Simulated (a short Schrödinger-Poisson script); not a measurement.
Stack: gated In0.52Al0.48As/In0.53Ga0.47As δ-doped gas in a quantum well, at 77 K.

```
layer        material  thickness (nm)  Na (cm⁻³)
-----  --------------  --------------  ---------
1      In0.52Al0.48As              20          -
2      In0.52Al0.48As               5          -
3      In0.53Ga0.47As               6          -
4      In0.52Al0.48As            4000       2e14
```

Constants are typed, rounded textbook-type inputs, not results; the design itself was drawn at random and stands for no fabricated device. In0.52Al0.48As: permittivity 12.5, conduction-band edge (eV) 0.52, gap (eV) 1.45, electron mass (mₑ) 0.075, Nv at 300 K (cm⁻³) 1.1e19. In0.53Ga0.47As: permittivity 13.9, conduction-band edge (eV) 0, gap (eV) 0.74, Nv at 300 K (cm⁻³) 7.7e18.

Channel valleys (confinement mass, in-plane density-of-states mass, number): Γ 0.041, 0.041, 1. At the gate the conduction-band edge of layer 1 lies 0.65 eV − eVg above the Fermi level of the channel; the field vanishes at the back. Sheet of ionised δ-doping: +1.7e12 e/cm² at 20 nm from the gate. The barrier under the gate holds no holes. Gaps are held at their typed values at every temperature. Mesh 0.08 nm at interfaces.

Solved with a short Schrödinger-Poisson script written for these runs: 1D Poisson equation in equilibrium, electrons quantum, Hartree (BenDaniel-Duke, 40 states a valley, the channel's in-plane mass for all, wave functions free to enter the barrier), parabolic valleys, classical holes, full ionisation, no traps, pinning or gate leakage.

The same stack at other levels of the model or other numerical settings:

```tsv
run	sheet density of all electrons at Vg = 0.4 V (cm⁻²)	sheet density of all electrons at Vg = -0.1 V (cm⁻²)	capacitance at Vg = 0.4 V (μF/cm²)	centroid of the channel electrons at Vg = 0.4 V (nm)	rough cost against the base
base	1.44e12	3.17e11	0.362	2.85	about 1
electrons treated as classical, Boltzmann	(withheld)	5.82e11	(withheld)	1.06	0.03
electrons treated as classical, Fermi-Dirac	1.49e12	4.39e11	0.349	(withheld)	0.1
electrons treated as quantum, Hartree plus LDA exchange-correlation	1.48e12	3.39e11	0.365	2.85	1
mesh six times as coarse	1.44e12	3.14e11	0.362	2.84	0.2
one subband a valley	1.44e12	3.17e11	0.362	2.85	0.3
```

### Question
Complete the blanks.

### Answer

- electrons treated as classical, Boltzmann, capacitance at Vg = 0.4 V (μF/cm²): 0.434
- electrons treated as classical, Boltzmann, sheet density of all electrons at Vg = 0.4 V (cm⁻²): 1.92e12
- electrons treated as classical, Fermi-Dirac, centroid of the channel electrons at Vg = 0.4 V (nm): 2.75

The classical rows ignore confinement, and Boltzmann statistics overrate the density once the band edge passes the Fermi level.
